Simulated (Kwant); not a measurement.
Device: wire with a side stub in a Si two-dimensional gas. Effective mass 0.19 mₑ, grid spacing 7.5 nm, hard walls, nominal width 150 nm (19 grid rows, so walls 150 nm apart), one parabolic valley, scattering region 450 nm long along x; energies count from the band bottom; Fermi energy swept from 7.0368e-05 to 0.00083562 eV. Closed stub on one side, 100 nm wide and 160 nm deep.

Constants are typed, rounded textbook-type inputs, not results; the design itself was drawn at random and stands for no fabricated device.

Computed with Kwant: effective-mass tight-binding model on a square grid, one spin, coherent transport at 0 K. Conductance is in e²/h.

Question: How many channels do the leads carry at E = 0.263, 0.418 meV?

Answer: The hard-wall thresholds are n² ħ²π²/(2mW²) = n² × 0.0880 meV with W = 150 nm. √(0.263/0.0880) = 1.73, so 1. √(0.418/0.0880) = 2.18, so 2.
